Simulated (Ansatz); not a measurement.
Pressure series in SiSe2

Base system: SiSe2 (space group Ibam, No. 72; a = 6.301 Å, b = 9.302 Å, c = 5.856 Å; made of chains).

Cell and atoms are relaxed at each pressure.

The values are results of PBEsol (Ansatz, a quantum-chemistry and plane-wave program; PAW; 420 eV plane waves; no SOC), not measurements.

| case | shortest interatomic distance | band gap |
|---|---|---|
| base | 2.289 Å | 1.65 eV |
| pressure 0.9 GPa | 2.286 Å | 1.40 eV |
| pressure 2.1 GPa | … | 1.23 eV |
| pressure 4.5 GPa | 2.274 Å | … |
| pressure 9 GPa | 2.263 Å | 0.64 eV |
| pressure 15 GPa | … | 0.46 eV |
| pressure 22.5 GPa | 2.241 Å | zero |
| pressure 30 GPa | 2.248 Å | zero |

Problem. What belongs in the blanks?

Solution. 
- pressure 2.1 GPa, shortest interatomic distance: 2.282 Å
- pressure 4.5 GPa, band gap: 1.01 eV
- pressure 15 GPa, shortest interatomic distance: 2.251 Å

The mesh was chosen for an insulator and is coarse for the gapless case. Load acts through the strain it causes; cell and atoms are relaxed under it. Whether these cells are dynamically stable was not tested. No other phases were tried under pressure. All final runs are without spin polarisation. No dispersion term is included in the PBEsol runs. Gaps under 0.05 eV, about the width of the smearing, are given as zero. A zero or small gap of SiSe2 under pressure 22.5 GPa and SiSe2 under pressure 30 GPa can be the functional's error rather than a property of the material.
